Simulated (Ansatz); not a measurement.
We consider SrHfN2 (model structure, started from the MgZrN2 type, I4₁/amd, No. 141, 8 atoms in the cell), described by LDA (plane waves, PAW; Ansatz, an electronic-structure program).

Settings: plane-wave cutoff 520 eV, 10×10×10 k mesh, Fermi–Dirac smearing 0.01 eV, scalar-relativistic PAW data made under PBE.

Cell (relaxed at this level):

```yaml
crystal:
  lattice:
    - [-2.38958, 2.38958, 4.82899]
    - [2.38958, -2.38958, 4.82899]
    - [2.38958, 2.38958, -4.82899]
  atoms:
    - { symbol: Sr, position: [0.50000, 0.50000, 0.00000] }
    - { symbol: Sr, position: [0.25000, 0.75000, 0.50000] }
    - { symbol: Hf, position: [0.75000, 0.25000, 0.50000] }
    - { symbol: Hf, position: [0.00000, 0.00000, 0.00000] }
    - { symbol: N, position: [0.52809, 0.02809, 0.50000] }
    - { symbol: N, position: [0.77809, 0.77809, 0.00000] }
    - { symbol: N, position: [0.22191, 0.22191, 0.00000] }
    - { symbol: N, position: [0.97191, 0.47191, 0.50000] }
```

Q: Estimate the bulk modulus that the calculation returns.

A: 
- bulk modulus = 168 GPa

The run finds no gap.

Note: the bulk modulus is −V dP/dV from two relaxed cells at ±2 % in volume; the relaxation could raise the start's symmetry but not lower it, so the cell can be a saddle point.

Spin–orbit coupling is not included; it can open a gap where bands touch, and shift volumes and moduli.

Computed values are for the static lattice.

A model structure was made by putting elements into a prototype or built by hand; it is no filed structure, need not be a known phase, and can be a saddle point held by its symmetry.
